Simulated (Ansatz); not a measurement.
Take Cd₃As₂ (space group Pn-3m, No. 224; a = 6.333 Å; a cell from a computed database, its experimental status unchecked) as the base.

All numbers come from PBEsol (Ansatz, an electronic-structure program; PAW; 420 eV plane waves; spin-orbit coupling left out).

Before the change:

| Property | Result |
|---|---|
| Volume per atom | 25.40 Å³ |

Now apply this change: Se takes the place of As on all its sites; the structure is relaxed again.

Tabulated Pauling electronegativity and covalent radius: As 2.18, 1.19 Å; Se 2.55, 1.20 Å.

Q: What does the calculation give for the volume per atom after the change?

A: The volume per atom rises by 2.47 Å³ (25.40 Å³ → 27.87 Å³).

Whether these cells are dynamically stable was not tested. As relaxed here, Cd3Se2 is a hypothetical phase, not in the database extracts checked. The final runs are not spin-polarised.
